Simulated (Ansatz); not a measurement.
The starting structures come from a database of crystals and need not be the phases stable at ambient conditions.

Evanescent states of BAsO$_{4}$ (I-4, not sure to be the ambient phase, 6 atoms a cell, 11.5 Å³ an atom) along the normal of (001)

These are r2SCAN (plane waves, PAW; Ansatz, an electronic-structure program) values and carry that method's errors.

The gap is the functional's own. No spin-orbit coupling. Mid-gap values are interpolated on the energy grid.

Energies count from the valence-band top; κ is the least over a 8×8 mesh across the current.

```json
[
 {"E (eV)": "0.12", "κ (1/Å)": "0.228", "where": "off Γ"},
 {"E (eV)": "0.38", "κ (1/Å)": "0.344", "where": "Γ"},
 {"E (eV)": "0.62", "κ (1/Å)": "0.376", "where": "Γ"},
 {"E (eV)": "0.88", "κ (1/Å)": "0.401", "where": "Γ"},
 {"E (eV)": "1.12", "κ (1/Å)": "0.420", "where": "Γ"},
 {"E (eV)": "1.38", "κ (1/Å)": "…", "where": "Γ"},
 {"E (eV)": "1.62", "κ (1/Å)": "…", "where": "Γ"},
 {"E (eV)": "1.88", "κ (1/Å)": "…", "where": "Γ"},
 {"E (eV)": "2.12", "κ (1/Å)": "…", "where": "Γ"},
 {"E (eV)": "2.38", "κ (1/Å)": "…", "where": "Γ"},
 {"E (eV)": "2.62", "κ (1/Å)": "…", "where": "Γ"},
 {"E (eV)": "2.88", "κ (1/Å)": "…", "where": "Γ"},
 {"E (eV)": "3.12", "κ (1/Å)": "…", "where": "Γ"},
 {"E (eV)": "3.38", "κ (1/Å)": "…", "where": "Γ"},
 {"E (eV)": "3.62", "κ (1/Å)": "…", "where": "Γ"},
 {"E (eV)": "3.88", "κ (1/Å)": "…", "where": "Γ"},
 {"E (eV)": "4.12", "κ (1/Å)": "…", "where": "Γ"},
 {"E (eV)": "4.38", "κ (1/Å)": "0.350", "where": "Γ"},
 {"E (eV)": "4.62", "κ (1/Å)": "0.314", "where": "Γ"},
 {"E (eV)": "4.88", "κ (1/Å)": "0.267", "where": "Γ"},
 {"E (eV)": "5.12", "κ (1/Å)": "0.201", "where": "Γ"},
 {"E (eV)": "5.38", "κ (1/Å)": "0.067", "where": "Γ"}
]
```

Task: Some entries are withheld; supply them.

Result: 
- 1.38, κ (1/Å): 0.435
- 1.62, κ (1/Å): 0.445
- 1.88, κ (1/Å): 0.452
- 2.12, κ (1/Å): 0.456
- 2.38, κ (1/Å): 0.457
- 2.62, κ (1/Å): 0.455
- 2.88, κ (1/Å): 0.451
- 3.12, κ (1/Å): 0.443
- 3.38, κ (1/Å): 0.432
- 3.62, κ (1/Å): 0.418
- 3.88, κ (1/Å): 0.400
- 4.12, κ (1/Å): 0.378
